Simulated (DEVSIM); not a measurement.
Structure: Au/SiO2/p-Si capacitor, at 300 K.

```csv
layer (left to right),material,thickness (nm),Na (cm⁻³)
1,SiO2,12.0,-
2,Si,6700,7.4e15
```

Metal gate on the left, work function 5.1 eV. Fixed charge at the semiconductor interface 6.6e10 cm⁻² (in units of +e); interface traps 3e11 cm⁻² eV⁻¹, uniform in energy, neutral level at 0.5 of the gap above the valence band.

This is a model device: material constants are rounded textbook-type values typed into the input, and sizes, dopings and lifetimes were drawn at random. Values at 300 K.

```csv
parameter,SiO2,Si
gap (eV),9,1.124
affinity (eV),0.9,4.05
permittivity,3.9,11.7
Nc (cm⁻³),-,2.86e19
Nv (cm⁻³),-,3.1e19
```

Simulated with DEVSIM: 1D Poisson equation in equilibrium, Boltzmann statistics, complete ionisation; no quantum confinement or tunnelling. Metal contacts follow the ideal Schottky-Mott rule: no Fermi-level pinning, no interface dipoles.

Problem. Tabulate band edges, carrier densities and field at 2.6 V on the gate.

Solution. Energies count from the Fermi level of the right contact; mesh points crowd at the junctions.

```tsv
x (μm)	Ec (eV)	Ev (eV)	n (cm⁻³)	p (cm⁻³)	field (V/cm)
0.000	1.600	-7.400	< 1e2	< 1e2	1300000
0.001492	1.794	-7.206	< 1e2	< 1e2	1300000
0.004519	2.187	-6.813	< 1e2	< 1e2	1300000
0.008630	2.720	-6.280	< 1e2	< 1e2	1300000
0.01159	3.105	-5.895	< 1e2	< 1e2	1300000
0.01283	0.034	-1.090	7.6e18	< 1e2	250000
0.01566	0.080	-1.044	1.3e18	< 1e2	110000
0.02609	0.150	-0.974	8.7e16	1300	49000
0.04764	0.240	-0.884	2.7e15	43000	39000
0.09966	0.424	-0.700	2.2e12	5.4e7	32000
0.2181	0.727	-0.397	1.7e7	6.8e12	19000
0.6894	0.908	-0.216	16000	7.4e15	≈ 0
1.649	0.908	-0.216	16000	7.4e15	≈ 0
3.787	0.908	-0.216	16000	7.4e15	≈ 0
5.789	0.908	-0.216	16000	7.4e15	≈ 0
6.330	0.908	-0.216	16000	7.4e15	≈ 0
6.554	0.908	-0.216	16000	7.4e15	≈ 0
6.645	0.908	-0.216	16000	7.4e15	≈ 0
6.692	0.908	-0.216	16000	7.4e15	≈ 0
6.705	0.908	-0.216	16000	7.4e15	≈ 0
6.710	0.908	-0.216	16000	7.4e15	≈ 0
6.712	0.908	-0.216	16000	7.4e15	≈ 0
```
